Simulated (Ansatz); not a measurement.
The parent structure is Ru in the hcp (Mg type) structure (space group P6_3/mmc, No. 194).

```
Ru
1.0
    2.70455     0.00000     0.00000
   -1.35227     2.34221     0.00000
    0.00000     0.00000     4.26010
Ru
2
Cartesian
  0.00000   1.56147   3.19508
  1.35227   0.78074   1.06503
```

Cartesian axes are those of the cell as printed.

Level of theory: r2SCAN (Ansatz, a program for electronic structure; PAW; 500 eV plane waves; no spin-orbit coupling).

Before the change:

The band gap comes out as zero, the pressure is 0.0 GPa and the shortest interatomic distance comes out as 4.991 bohr.

One thing is altered: biaxial strain −0.47 %, plane normal [001], relaxed out of plane (Cartesian); in-plane vectors clamped, the third vector and the atoms free.

### Question
What does the calculation give for the band gap after the change?

### Answer
The band gap remains zero.

### Question
Predict the new pressure.

### Answer
The pressure (mean of the normal stresses, compression positive) goes from zero to 2.3 GPa.

### Question
What happens to the shortest interatomic distance?

### Answer
The shortest interatomic distance stays 4.991 bohr.

Stability against distortions was not tested. The final runs are not spin-polarised.
